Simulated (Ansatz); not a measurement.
Effect of pressure −1 GPa on W

Base system: W (space group Pm-3n, No. 223; a = 5.0330 Å).

Now apply this change: hydrostatic tension (pressure −1 GPa).

All numbers come from Ansatz (an electronic-structure program) PBEsol, scalar-relativistic without spin-orbit coupling. Γ-centred 9×9×9 mesh, Fermi–Dirac width 0.05 eV.

```json
[
 {"quantity": "volume per atom", "base": "15.94 Å³", "changed": "15.99 Å³", "shift": "+0.05 Å³"},
 {"quantity": "density", "base": "19.16 g/cm³", "changed": "19.09 g/cm³", "shift": "-0.062 g/cm³"},
 {"quantity": "lattice parameter a", "base": "5.033 Å", "changed": "5.038 Å", "shift": "+0.005 Å"},
 {"quantity": "shortest interatomic distance", "base": "2.517 Å", "changed": "2.519 Å", "shift": "+0.0027 Å"},
 {"quantity": "enthalpy H = E + PV relative to the base's energy", "base": "–", "changed": "-0.10 eV/atom", "shift": "–"},
 {"quantity": "band gap", "base": "zero", "changed": "zero", "shift": "–"}
]
```

Load acts through the strain it causes; cell and atoms are relaxed under it. No phonon test of stability was made. All final runs are without spin polarisation. This is not the structure that W has at room temperature and ambient pressure.
